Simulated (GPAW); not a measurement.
## GPAW run on KNaCl₂ (R-3m, 4 atoms in the cell): self-consistent single point

Method: LDA (Perdew-Wang 92), GPAW PAW datasets LDA (gpaw-data 1.0.1) (plane waves; GPAW).

Input:

```python
from ase import Atoms
from ase.units import GPa
from gpaw import GPAW, PW, FermiDirac

atoms = Atoms(['K', 'Na', 'Cl', 'Cl'],
              cell=[[2.086320, 1.204537, 6.949490],
                    [-2.086320, 1.204537, 6.949490],
                    [0.000000, -2.409075, 6.949490]],
              positions=[[0.000000, -0.000001, 10.424235],
                         [0.000000, 0.000000, 0.000000],
                         [-0.000000, -0.000001, 15.437583],
                         [0.000000, -0.000000, 5.410887]],
              pbc=True)

calc = GPAW(mode=PW(800),
            xc='LDA',
            kpts={'size': (8, 8, 8), 'gamma': True},
            occupations=FermiDirac(0.0),
            nbands=-6,
            convergence={'density': 1e-05, 'energy': 1e-05, 'bands': -4},
            symmetry={'symmorphic': False, 'tolerance': 0.0005},
            maxiter=150,
            txt='-')

atoms.calc = calc

energy = atoms.get_potential_energy()
print('Energy (eV):', round(energy, 6))
forces = atoms.get_forces()
print('Forces (eV/Ang):')
print(forces.round(5))
stress = atoms.get_stress()
print('Stress (GPa, Voigt):', (stress / GPa).round(4))
```

The program printed (abridged):

```
Input parameters:
  convergence: {bands: -4,
                density: 1e-05,
                energy: 1e-05}
  kpts: {gamma: True,
         size: (8, 8, 8)}
  maxiter: 150
  mode: {ecut: 800.0,
         name: pw}
  nbands: -6
  occupations: {fixmagmom: False,
                name: fermi-dirac,
                width: 0.0}
  symmetry: {symmorphic: False,
             tolerance: 0.0005}

species:
  K:
    name: Potassium
    Z: 19.0
    valence: 9
    core: 10
    charge: 0.0
    file: K.LDA.gz

    # Using partial waves for K as LCAO basis

  Na:
    name: Sodium
    Z: 11.0
    valence: 7
    core: 4
    charge: 0.0
    file: Na.LDA.gz

    # Using partial waves for Na as LCAO basis

  Cl:
    name: Chlorine
    Z: 17.0
    valence: 7
    core: 10
    charge: 0.0
    file: Cl.LDA.gz

    # Using partial waves for Cl as LCAO basis

Reference energy: -45777.637796  # eV

Spin-paired calculation

Convergence criteria:
 Maximum [total energy] change in last 3 cyles: 1e-05 eV / valence electron
 Maximum integral of absolute [dens]ity change: 1e-05 electrons / valence electron
 Maximum integral of absolute [eigenst]ate change: 4e-08 eV^2 / valence electron
 Maximum number of scf [iter]ations: 150

Symmetries present (total): 12
Symmetries with fractional translations: 0
512 k-points: 8 x 8 x 8 Monkhorst-Pack grid + [1/16,1/16,1/16]
65 k-points in the irreducible part of the Brillouin zone
       k-points in crystal coordinates                weights
   0:     0.00000000    0.00000000    0.00000000          1/512
   1:     0.12500000    0.00000000   -0.12500000          6/512
   2:     0.12500000    0.00000000    0.00000000          6/512
   [... 7 lines left out ...]
          ...
  64:     0.50000000    0.50000000    0.50000000          1/512

Wave functions: Plane wave expansion
  Cutoff energy: 800.000 eV
  Number of coefficients (min, max): 5348, 5432
  Pulay-stress correction: 0.000000 eV/Ang^3 (de/decut=0.000000)

Occupation numbers: # Zero width

Eigensolver

Densities:
  Coarse grid: 48*48*48 grid
  Fine grid: 96*96*96 grid
  Total Charge: 0.000000

Density mixing:
  Method: separate
  Backend: pulay
  Linear mixing parameter: 0.05
  old densities: 5
  Damping of long wavelength oscillations: 50

Hamiltonian:
  XC and Coulomb potentials evaluated on a 96*96*96 grid
  External potential:
    NoExternalPotential

Number of atoms: 4
Number of atomic orbitals: 20
Number of bands in calculation: 21
Number of valence electrons: 30
Bands to converge: 17

Density initialized from atomic densities
  20 bands from LCAO basis set
  1 band from random numbers

Atomic positions and initial magnetic moments

Positions:
   0 K      0.000000   -0.000001   10.424235    ( 0.0000,  0.0000,  0.0000)
   1 Na     0.000000    0.000000    0.000000    ( 0.0000,  0.0000,  0.0000)
   2 Cl    -0.000000   -0.000001   15.437583    ( 0.0000,  0.0000,  0.0000)
   3 Cl     0.000000   -0.000000    5.410887    ( 0.0000,  0.0000,  0.0000)

Unit cell:
           periodic     x           y           z      points  spacing
  1. axis:    yes    2.086320    1.204537    6.949490    48     0.0742
  2. axis:    yes   -2.086320    1.204537    6.949490    48     0.0742
  3. axis:    yes    0.000000   -2.409075    6.949490    48     0.0742

  Lengths:   7.355206   7.355206   7.355206
  Angles:   32.956595  32.956595  32.956597

Effective grid spacing dv^(1/3) = 0.0982

     iter     time        total  log10-change:
                         energy   eigst   dens
iter:   1 --:--:--   -15.173580   +0.25
iter:   2 --:--:--   -15.134354   -0.36  -1.34
iter:   3 --:--:--   -14.954820   -0.76  -1.38
iter:   4 --:--:--   -14.924337   -1.09  -1.55
iter:   5 --:--:--   -14.919993   -1.72  -1.71
iter:   6 --:--:--   -14.917230   -2.16  -2.35
iter:   7 --:--:--   -14.917399   -2.68  -2.59
iter:   8 --:--:--   -14.916399   -2.96  -2.57
iter:   9 --:--:--   -14.916150   -3.48  -2.79
iter:  10 --:--:--   -14.916162c  -4.01  -3.02
iter:  11 --:--:--   -14.915946c  -4.26  -3.00
iter:  12 --:--:--   -14.915947c  -4.70  -3.73
iter:  13 --:--:--   -14.915947c  -5.11  -3.79
iter:  14 --:--:--   -14.915947c  -5.28  -3.82
iter:  15 --:--:--   -14.915946c  -5.78  -3.98
iter:  16 --:--:--   -14.915945c  -5.97  -4.01
iter:  17 --:--:--   -14.915946c  -6.13  -4.07
iter:  18 --:--:--   -14.915945c  -6.33  -4.13
iter:  19 --:--:--   -14.915945c  -7.16  -4.66
iter:  20 --:--:--   -14.915945c  -7.66c -5.33c

Converged after 20 iterations.

Dipole moment: (-0.000000, -0.000004, -0.000000) |e|*Ang

Energy contributions relative to reference atoms: (reference = -45777.637796)

Kinetic:         +7.452591
Potential:       -7.675995
External:        +0.000000
XC:             -14.123983
Entropy (-ST):   +0.000000
Local:           -0.568558
SIC:             +0.000000
--------------------------
Free energy:    -14.915945
Extrapolated:   -14.915945

Showing only first 2 kpts
 Kpt  Band  Eigenvalues  Occupancy
  0    13     -0.50093    2.00000
  0    14     -0.49607    2.00000
  0    15      4.19684    0.00000
  0    16      6.51393    0.00000

  1    13     -0.63936    2.00000
  1    14     -0.62855    2.00000
  1    15      5.26195    0.00000
  1    16      6.91069    0.00000

Fermi level: 1.85039

Gap: 4.693 eV
Transition (v -> c):
  (s=0, k=0, n=14, [0.00, 0.00, 0.00]) -> (s=0, k=0, n=15, [0.00, 0.00, 0.00])
No difference between direct/indirect transitions
Energy (eV): -14.915945

Forces in eV/Ang:
  0 K    -0.00000    0.00000    0.00000
  1 Na    0.00000    0.00000    0.00000
  2 Cl    0.00000   -0.00000    0.07314
  3 Cl    0.00000    0.00000   -0.07314

Stress tensor:
     0.011586     0.000000    -0.000000
     0.000000     0.011586     0.000000
    -0.000000     0.000000     0.013286
Stress (GPa, Voigt): [ 1.8563  1.8563  2.1286  0.     -0.      0.    ]
```

The run converged in 20 iterations. GPAW prints stress with tension positive.

The starting cell comes from a database of computed structures (which also holds hypothetical and non-ambient phases and stackings), without a prior relaxation at this level.

Cost on one core of a shared machine: roughly 5 min.
